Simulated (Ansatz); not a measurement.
A self-consistent single point of AgAu3 (P1, 4 atoms in the cell) with Ansatz (a first-principles code).

Method: LDA (PW92), PAW files made with PBE (plane waves; Ansatz).

The change in words: atoms moved at random. Reference geometry:
```yaml
crystal:
  lattice:
    - [4.12163, 0.00000, 0.00000]
    - [0.00000, 4.12163, 0.00000]
    - [0.00000, 0.00000, 4.12163]
  atoms:
    - { symbol: Ag, position: [0.50000, 0.50000, 0.50000] }
    - { symbol: Au, position: [0.50000, 0.00000, 0.00000] }
    - { symbol: Au, position: [0.00000, 0.50000, 0.00000] }
    - { symbol: Au, position: [0.00000, 0.00000, 0.50000] }
```

Reference input (self-consistent single point, DFT, LDA (PW92), plane waves, PAW files made with PBE): basis.ecutwfc = 420 eV; kpoints.mp_grid.grid = 6 6 6; hamiltonian.xc = lda; hamiltonian.pseudopotentials = {kind: paw} (the program's default PAW files); scf.occupations.method = fermi_dirac; scf.occupations.width = 0.1 eV. This run's input differs from it in these lines:

Ansatz 0.2 input:
```diff
@@ -6,6 +6,6 @@
   atoms:
-    - { symbol: Ag, position: [0.500000, 0.500000, 0.500000] }
-    - { symbol: Au, position: [0.500000, 0.000000, 0.000000] }
-    - { symbol: Au, position: [0.000000, 0.500000, 0.000000] }
-    - { symbol: Au, position: [0.000000, 0.000000, 0.500000] }
+    - { symbol: Ag, position: [0.488068, 0.499165, 0.497514] }
+    - { symbol: Au, position: [0.505018, 0.009085, 0.009839] }
+    - { symbol: Au, position: [-0.003870, 0.503923, 0.000207] }
+    - { symbol: Au, position: [0.010783, -0.012172, 0.492441] }
 basis:
```

Log, with long lists cut:

```
SCF iter   1: F=—  HF=-46061.800205 eV  |F-HF|=—  |Δ(HF+E_count)|=         —  Δρ=1.29e-1  dr2=1.75e1  ethr=3.10e-3  ⟨swp⟩=5.5  Hψ=16606  notcnv=0  defer=60
all-band conjugate gradients solve this SCF's bands
preconditioner: auto → Kerker (q_TF=auto, 2.766 Å⁻¹)
SCF iter   2: F=—  HF=-46057.933532 eV  |F-HF|=—  |Δ(HF+E_count)|=    3.87e0  Δρ=4.00e-2  dr2=2.20e0  ethr=3.10e-3  ⟨swp⟩=3.0  Hψ=10998  notcnv=0  defer=204
   [... lines left out ...]
SCF iter   7: F=—  HF=-46057.371305 eV  |F-HF|=—  |Δ(HF+E_count)|=   1.06e-4  Δρ=2.10e-4  dr2=4.63e-5  ethr=5.33e-7  ⟨swp⟩=2.0  Hψ=7669  notcnv=0  defer=203
SCF iter   8: F=—  HF=-46057.371293 eV  |F-HF|=—  |Δ(HF+E_count)|=   1.15e-5  Δρ=8.06e-5  dr2=4.77e-6  ethr=6.09e-8  ⟨swp⟩=2.0  Hψ=7311  notcnv=0  defer=203
SCF iter   9: F=—  HF=-46057.371292 eV  |F-HF|=—  |Δ(HF+E_count)|=   7.58e-7  Δρ=1.47e-5  dr2=1.42e-7  ethr=6.28e-9  ⟨swp⟩=2.0  Hψ=6832  notcnv=0  defer=203
SCF iter  10: F=-46057.371292 eV  HF=-46057.371292 eV  |F-HF|=5.32e-9  |Δ(HF+E_count)|=   3.14e-8  Δρ=3.40e-6  dr2=8.36e-9  ethr=1.32e-10  ⟨swp⟩=10.8  Hψ=21261  notcnv=0
SCF 1 converged in 10 iterations: F = -46057.371292 eV  dr2 = 8.36e-9
Free energy (F): -46057.371292 eV
Internal energy: -46057.319995 eV  (E = F + TS)
E sigma→0 (E₀):  -46057.345644 eV
Entropy (-TS):   -0.051298 eV (-12.824 meV/atom)
Fermi energy:    18.574385 eV
--- Forces (eV/Å), atoms counted from 1 ---
  atom   1  Ag     0.28330866    -0.04036869     0.18651714
  atom   2  Au     0.02688495    -0.10208134    -0.31823219
  atom   3  Au    -0.03008273    -0.11762876    -0.16007929
  atom   4  Au    -0.28011187     0.26008029     0.29179411
--- Stress (GPa, compression-positive) ---
       -9.251724      -0.147512      -0.067919
       -0.147512      -9.144024       0.130776
       -0.067919       0.130776      -9.303783
  P = ⅓ Tr σ = -9.2332 GPa (-92.332 kbar)
  The stress holds the Pulay correction. Without it, at fixed plane waves, as pw.x and ABINIT print it: P = -9.2770 GPa
```

The run converged in 10 iterations. Against the reference run the free energy goes up by 8.4 meV/atom, the pressure goes from -9.71 to -9.23 GPa and the largest force goes from 0.000 to 0.481 eV/Å.

The starting cell comes from a database of computed structures (which also holds hypothetical and non-ambient phases and stackings), without a prior relaxation at this level. For this run, on top of that: atoms moved at random. With a pressure of about -9 GPa the cell is away from its equilibrium volume at this level. Ansatz's pressure includes its estimate of the finite-basis (Pulay) stress.
